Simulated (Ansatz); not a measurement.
**A series of runs on AlCuBr4 (P-42c, 12 atoms in the cell)**

AlCuBr4 has the tetragonal space group P-42c (No. 112), Pearson symbol tP12. Conventional cell: a = 5.7321 Å, b = 5.7321 Å, c = 10.6046 Å, α = 90.00°, β = 90.00°, γ = 90.00°. Cu on 2f sees 4 Br at 2.480 Å (tetrahedral). Al on 2b sees 4 Br at 2.306 Å (tetrahedral). Br on 8n has 1 Al at 2.306 Å and 1 Cu at 2.480 Å (bent). (Neighbours: up to the widest gap in distance over summed covalent radii, below 1.35, at either atom; cation-cation and far metal-metal contacts left out.)

Base run A: Ansatz (an electronic-structure program) with LDA (PW92), default PAW files made with PBE, self-consistent single point.

Its settings: kpoints.mp_grid.grid = 3 3 2; hamiltonian.xc = lda; hamiltonian.pseudopotentials = {kind: paw} (the program's default PAW files); scf.occupations.method = fermi_dirac; scf.occupations.width = 0.1 eV.

The starting cell comes from a database of published, mostly measured structures (it also holds non-ambient and calculated ones), without a prior relaxation at this level. Ansatz's pressure includes its estimate of the finite-basis (Pulay) stress.

Runs:
- B: hamiltonian.xc: lda → pbesol [PBEsol]
- C: hamiltonian.xc: lda → blyp [BLYP]
- D: hamiltonian.xc: lda → r2scan [r2SCAN]

```json
[
 {"run": "A", "pressure (GPa)": "-1.91", "largest force (eV/Å)": "0.427", "gap on the mesh (eV)": "2.171"},
 {"run": "B", "pressure (GPa)": "-0.25", "largest force (eV/Å)": "0.400", "gap on the mesh (eV)": "2.250"},
 {"run": "C", "pressure (GPa)": "3.51", "largest force (eV/Å)": "0.401", "gap on the mesh (eV)": "2.386"},
 {"run": "D", "pressure (GPa)": "(withheld)", "largest force (eV/Å)": "0.258", "gap on the mesh (eV)": "(withheld)"}
]
```

### Question
What belongs in the gaps?

### Answer

- D, pressure (GPa): 0.32
- D, gap on the mesh (eV): 2.790

Left out of this page: 2 runs of the series held back from this collection.

Keys are those of Ansatz 0.2.
